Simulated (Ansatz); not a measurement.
Input and output of a self-consistent single point for a (001) slab of CoSn (cut from a parent of space group no. 191; 12 atoms in the cell) (Ansatz, a first-principles code)

Method: LDA (PW92), default PAW files made with PBE (plane waves; Ansatz).

Input:

Ansatz 0.2 input:
```yaml
# CoSn
crystal:
  lattice:
    - [5.219810, 0.000000, 0.000000]
    - [-2.609905, 4.520488, 0.000000]
    - [0.000000, 0.000000, 20.250000]
  atoms:
    - { symbol: Co, position: [0.000000, 0.500000, 0.448563] }
    - { symbol: Co, position: [0.500000, 0.000000, 0.448563] }
    - { symbol: Co, position: [0.500000, 0.500000, 0.448563] }
    - { symbol: Sn, position: [0.666667, 0.333333, 0.345679] }
    - { symbol: Sn, position: [0.333333, 0.666667, 0.345679] }
    - { symbol: Sn, position: [0.000000, 0.000000, 0.448563] }
    - { symbol: Co, position: [0.000000, 0.500000, 0.654321] }
    - { symbol: Co, position: [0.500000, 0.000000, 0.654321] }
    - { symbol: Co, position: [0.500000, 0.500000, 0.654321] }
    - { symbol: Sn, position: [0.666667, 0.333333, 0.551442] }
    - { symbol: Sn, position: [0.333333, 0.666667, 0.551442] }
    - { symbol: Sn, position: [0.000000, 0.000000, 0.654321] }
basis:
  ecutwfc: 30.9 Ry
kpoints:
  mp_grid: { grid: [4, 4, 1] }
hamiltonian:
  xc: lda
  pseudopotentials: { kind: paw }
scf:
  occupations: { method: gaussian, width: 0.0073 Ry }
output:
  forces: true
  eigenvalues: true
  stress: true
```

The program printed (abridged):

```
WARN the atoms were moved onto the symmetric positions of the space group found under crystal.symmetry.tolerance 1.0e-5 (fractional …
WARN ansatz: RAYON_NUM_THREADS=1 ignored (pool sized by the plan → 1); use --threads N
Pseudopotentials: kind: paw
Pseudopotential: Co, paw, valence charge 17
Pseudopotential: Sn, paw, valence charge 14
Crystal: 12 atoms, lattice volume = 477.821 Å³
Basis set: ecut = 420.4159175005146 eV, 9325 PW (Γ)
Bands: 112, of which v1, the nominal top of the filled ones, is band 93 counted from 1 (92 counted from 0)
Symmetry: 12 space group operations
Space group: P6mm (ITA 183), of the structure as read, at distance tolerance 7.8e-5 Å
k-points: 4 of 16
PAW frozen core: Co, regenerated for the run's functional, and the local potential with it
PAW frozen core: Sn, regenerated for the run's functional, and the local potential with it
Initial density: superposition of atomic densities (neutral atoms: chi_scale 0, normalization atom), corrected by the library's trained network
Initial wavefunctions: pseudopotential atomic-orbital guess
Eigensolver: davidson
Functional: x = slater, c = lda
SCF iter   1: F=—  HF=-65651.146857 eV  |F-HF|=—  |Δ(HF+E_count)|=         —  Δρ=1.04e-2  dr2=1.04e0  ethr=1.77e-3  ⟨swp⟩=8.2  Hψ=1969  notcnv=0  defer=3
all-band conjugate gradients solve this SCF's bands
preconditioner: auto → LDOS
SCF iter   2: F=—  HF=-65651.101551 eV  |F-HF|=—  |Δ(HF+E_count)|=   4.53e-2  Δρ=6.08e-3  dr2=9.21e-2  ethr=5.60e-4  ⟨swp⟩=2.0  Hψ=783  notcnv=0  defer=40
SCF iter   3: F=—  HF=-65651.089054 eV  |F-HF|=—  |Δ(HF+E_count)|=   1.25e-2  Δρ=7.94e-3  dr2=2.09e-1  ethr=4.95e-5  ⟨swp⟩=2.8  Hψ=809  notcnv=0  defer=40
SCF iter   4: F=—  HF=-65651.071079 eV  |F-HF|=—  |Δ(HF+E_count)|=   1.80e-2  Δρ=1.76e-3  dr2=1.41e-2  ethr=4.95e-5  ⟨swp⟩=2.0  Hψ=572  notcnv=0  defer=40
SCF iter   5: F=—  HF=-65651.072027 eV  |F-HF|=—  |Δ(HF+E_count)|=   9.48e-4  Δρ=2.62e-3  dr2=2.24e-2  ethr=7.60e-6  ⟨swp⟩=2.0  Hψ=591  notcnv=0  defer=39
SCF iter   6: F=—  HF=-65651.069954 eV  |F-HF|=—  |Δ(HF+E_count)|=   2.07e-3  Δρ=7.52e-4  dr2=3.36e-3  ethr=7.60e-6  ⟨swp⟩=1.2  Hψ=409  notcnv=0  defer=39
SCF iter   7: F=—  HF=-65651.069918 eV  |F-HF|=—  |Δ(HF+E_count)|=   3.58e-5  Δρ=2.40e-4  dr2=2.76e-4  ethr=1.81e-6  ⟨swp⟩=2.0  Hψ=563  notcnv=0  defer=39
SCF iter   8: F=—  HF=-65651.070169 eV  |F-HF|=—  |Δ(HF+E_count)|=   2.51e-4  Δρ=1.77e-4  dr2=1.72e-4  ethr=1.49e-7  ⟨swp⟩=2.0  Hψ=631  notcnv=0  defer=39
SCF iter   9: F=—  HF=-65651.070199 eV  |F-HF|=—  |Δ(HF+E_count)|=   2.94e-5  Δρ=6.36e-5  dr2=2.80e-5  ethr=9.26e-8  ⟨swp⟩=1.0  Hψ=408  notcnv=0  defer=39
SCF iter  10: F=—  HF=-65651.070640 eV  |F-HF|=—  |Δ(HF+E_count)|=   4.41e-4  Δρ=2.67e-5  dr2=5.96e-6  ethr=1.50e-8  ⟨swp⟩=2.0  Hψ=484  notcnv=0  defer=39
SCF iter  11: F=—  HF=-65651.070649 eV  |F-HF|=—  |Δ(HF+E_count)|=   8.45e-6  Δρ=2.25e-5  dr2=1.61e-6  ethr=3.21e-9  ⟨swp⟩=2.0  Hψ=534  notcnv=0  defer=39
SCF iter  12: F=—  HF=-65651.070649 eV  |F-HF|=—  |Δ(HF+E_count)|=   1.86e-7  Δρ=1.01e-5  dr2=3.69e-7  ethr=8.68e-10  ⟨swp⟩=1.0  Hψ=408  notcnv=0  defer=39
SCF iter  13: F=-65651.070649 eV  HF=-65651.070649 eV  |F-HF|=1.96e-8  |Δ(HF+E_count)|=   8.85e-8  Δρ=1.27e-6  dr2=1.26e-8  ethr=5.38e-11  ⟨swp⟩=15.8  Hψ=2056  notcnv=0
SCF 1 converged in 13 iterations: F = -65651.070649 eV  dr2 = 1.26e-8
SCF converged after 13 iterations
Free energy (F): -65651.070649 eV
Harris-Foulkes:  -65651.070649 eV  (|F-HF|=1.96e-8)
Internal energy: -65650.934607 eV  (E = F + TS)
E sigma→0 (E₀):  -65651.002628 eV
Entropy (-TS):   -0.136042 eV (-11.337 meV/atom)
Fermi energy:    3.294309 eV
--- Per-component energies (eV) ---
  E_band       = -4040.866823
  E_kinetic    = 3867.259495
  E_local      = -189278.312565  (includes V_loc(G=0)·N_el)
  E_nonlocal   = 2621.773260
  E_hartree    = 92841.730343
  E_xc         = -3215.292913
  E_vxc        = -1814.447009  (∫ρ·V_xc dr)
  E_paw        = -32715.752858  (= ΣΔE_a)
  E_vpaw       = -5120.609395  (= ΣTr[D̂ρ^β])
  E_aug_tail   = 0.000222  (compensation charges beyond the density's cutoff)
  E_ewald      = 60222.601516
  E_core_change = 5.058893  (= ΣΔE_core)
  E_smearing   = -0.136042  (= −TS)
  E_closure    = 0.000000  (closes the sum)
  Σ components = -65651.070649   (vs F -65651.070649, Δ=0.00e0)
--- Forces (eV/Å), atoms counted from 1 ---
  atom   1  Co     0.00000000     0.00000000     0.38395661
  atom   2  Co     0.00000000     0.00000000     0.38395661
  atom   3  Co    -0.00000000     0.00000000     0.38395661
  atom   4  Sn     0.00000000    -0.00000000    -0.17763262
  atom   5  Sn     0.00000000     0.00000000    -0.17763262
  atom   6  Sn     0.00000000     0.00000000    -0.15147105
  atom   7  Co     0.00000000     0.00000000    -0.78516313
  atom   8  Co     0.00000000     0.00000000    -0.78516313
  atom   9  Co     0.00000000     0.00000000    -0.78516313
  atom  10  Sn    -0.00000000    -0.00000000     0.34947747
  atom  11  Sn    -0.00000000     0.00000000     0.34947747
  atom  12  Sn    -0.00000000    -0.00000000     1.01154763
  max |Σ_I F_I| component: 1.47e-4 eV/Å
--- Stress (GPa, compression-positive) ---
       -4.201892      -0.000000       0.000000
       -0.000000      -4.201892      -0.000000
        0.000000      -0.000000      -1.141857
  P = ⅓ Tr σ = -3.1819 GPa (-31.819 kbar)
  The stress holds the Pulay correction. Without it, at fixed plane waves, as pw.x and ABINIT print it: P = -3.2313 GPa
--- Band table (eV) ---
  k-point 0: bands = ["-90.2820", "-90.2660", "-90.2660", "-90.1227", "-90.1071", "-90.1071", "-54.0940", "-54.0338", "-54.0338", "-54.0197", "-54.0029", "-54.0029", "-53.9589", "-53.9503", "-53.9430", "-53.9430", "-53.9215", "-53.9215", "-53.8540", [...]
  k-point 1: bands = ["-90.2800", "-90.2681", "-90.2661", "-90.1207", "-90.1091", "-90.1071", "-54.0784", "-54.0305", "-54.0222", "-54.0175", "-54.0051", "-54.0029", "-53.9678", "-53.9623", "-53.9459", "-53.9367", "-53.9163", "-53.9108", "-53.8617", [...]
  k-point 2: bands = ["-90.2767", "-90.2714", "-90.2661", "-90.1175", "-90.1123", "-90.1071", "-54.0608", "-54.0141", "-54.0085", "-54.0072", "-54.0035", "-54.0029", "-53.9952", "-53.9935", "-53.9474", "-53.9295", "-53.8897", "-53.8866", "-53.8802", [...]
  k-point 3: bands = ["-90.2767", "-90.2714", "-90.2661", "-90.1175", "-90.1123", "-90.1071", "-54.0549", "-54.0283", "-54.0141", "-54.0085", "-54.0029", "-54.0000", "-53.9978", "-53.9697", "-53.9569", "-53.9174", "-53.9133", "-53.8841", "-53.8815", [...]
```

The run converged in 13 iterations.

The starting cell comes from a database of computed structures (which also holds hypothetical and non-ambient phases and stackings), without a prior relaxation at this level. The slab is cut from that crystal, and its faces are unrelaxed. Its lattice was rescaled by up to half a per cent. Spin polarisation is off. The two faces of this cut differ, and no dipole correction was used. Forces in this geometry exceed 1 eV/Å.
